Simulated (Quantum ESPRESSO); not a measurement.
A self-consistent single point of Ti₂O₃ (R-3c, 10 atoms in the cell) with Quantum ESPRESSO.

Method: LDA (PZ), GBRV 1.5 ultrasoft (LDA) pseudopotentials (plane waves; Quantum ESPRESSO).

```yaml
crystal:
  lattice:
    - [2.55342, 1.47422, 4.59234]
    - [-2.55342, 1.47422, 4.59234]
    - [0.00000, -2.94843, 4.59234]
  atoms:
    - { symbol: Ti, position: [0.34453, 0.34453, 0.34453] }
    - { symbol: Ti, position: [0.65547, 0.65547, 0.65547] }
    - { symbol: Ti, position: [0.15547, 0.15547, 0.15547] }
    - { symbol: Ti, position: [0.84453, 0.84453, 0.84453] }
    - { symbol: O, position: [0.56439, 0.93561, 0.25000] }
    - { symbol: O, position: [0.43561, 0.06439, 0.75000] }
    - { symbol: O, position: [0.25000, 0.56439, 0.93561] }
    - { symbol: O, position: [0.75000, 0.43561, 0.06439] }
    - { symbol: O, position: [0.93561, 0.25000, 0.56439] }
    - { symbol: O, position: [0.06439, 0.75000, 0.43561] }
```

Reference input (self-consistent single point, DFT, LDA (PZ), plane waves, GBRV 1.5 ultrasoft (LDA) pseudopotentials): ecutwfc = 50 Ry; ecutrho = 400 Ry; occupations = smearing; smearing = fermi-dirac; degauss = 0.0073499 Ry; potentials = {Ti: ti_lda_v1.4.uspp.F.UPF, O: o_lda_v1.2.uspp.F.UPF}; K_POINTS = automatic 4 4 4 0 0 0; conv_thr = 1e-10 Ry; mixing_beta = 0.4. This run's input differs from it in these lines:

```diff
@@ -19,3 +19,3 @@
 &ELECTRONS
-   conv_thr = 1.0d-10,
+   conv_thr = 1.0d-5,
    mixing_beta = 0.4,
```

Log, with long lists cut:

```
     Self-consistent Calculation

     iteration #  1     ecut=    50.00 Ry     beta= 0.40

     negative rho (up, down):  3.378E-03 0.000E+00

     total energy              =    -671.80446954 Ry
     estimated scf accuracy    <       0.93135097 Ry

     iteration #  2     ecut=    50.00 Ry     beta= 0.40

     negative rho (up, down):  2.996E-03 0.000E+00

     total energy              =    -672.02493515 Ry
     estimated scf accuracy    <       0.24582347 Ry

     iteration #  3     ecut=    50.00 Ry     beta= 0.40

     negative rho (up, down):  2.535E-03 0.000E+00

     total energy              =    -672.04956288 Ry
     estimated scf accuracy    <       0.02121377 Ry

   [... 4 blocks of this kind left out ...]

     iteration #  8     ecut=    50.00 Ry     beta= 0.40

     negative rho (up, down):  2.296E-03 0.000E+00

     total energy              =    -672.05512528 Ry
     estimated scf accuracy    <       0.00004334 Ry

     iteration #  9     ecut=    50.00 Ry     beta= 0.40

     negative rho (up, down):  2.296E-03 0.000E+00
     End of self-consistent calculation

     the Fermi energy is    13.0331 ev

!    total energy              =    -672.05513452 Ry
     estimated scf accuracy    <       0.00000044 Ry
     smearing contrib. (-TS)   =      -0.00945850 Ry
     internal energy E=F+TS    =    -672.04567602 Ry

     convergence has been achieved in   9 iterations

     negative rho (up, down):  2.296E-03 0.000E+00

     Forces acting on atoms (cartesian axes, Ry/au):

     atom    1 type  1   force =     0.00000000    0.00000000    0.00564906
     atom    2 type  1   force =     0.00000000    0.00000000   -0.00564906
     atom    3 type  1   force =     0.00000000    0.00000000   -0.00564906
     atom    4 type  1   force =    -0.00000000    0.00000000    0.00564906
     atom    5 type  2   force =    -0.00763038    0.00000000    0.00000000
   [... lines left out ...]
     Total force =     0.021840     Total SCF correction =     0.000247
   [... lines left out ...]

     negative rho (up, down):  2.296E-03 0.000E+00
          total   stress  (Ry/bohr**3)                   (kbar)     P=     -101.93
  -0.00080702   0.00000000   0.00000000         -118.72        0.00        0.00
   0.00000000  -0.00080702   0.00000000            0.00     -118.72        0.00
   0.00000000   0.00000000  -0.00046474            0.00        0.00      -68.37

   JOB DONE.
```

The run converged in 9 iterations. Against the reference run the free energy stays essentially unchanged (within 1 meV/atom), the pressure goes from -10.42 to -10.19 GPa and the largest force hardly changes (0.197 to 0.196 eV/Å).

The starting cell comes from a database of computed structures (which also holds hypothetical and non-ambient phases and stackings), without a prior relaxation at this level. Spin polarisation is off, so a magnetic state, if there is one, cannot be reached. With a pressure of about -10 GPa the cell is away from its equilibrium volume at this level.

Cost on one core of a shared machine: roughly 70 s.
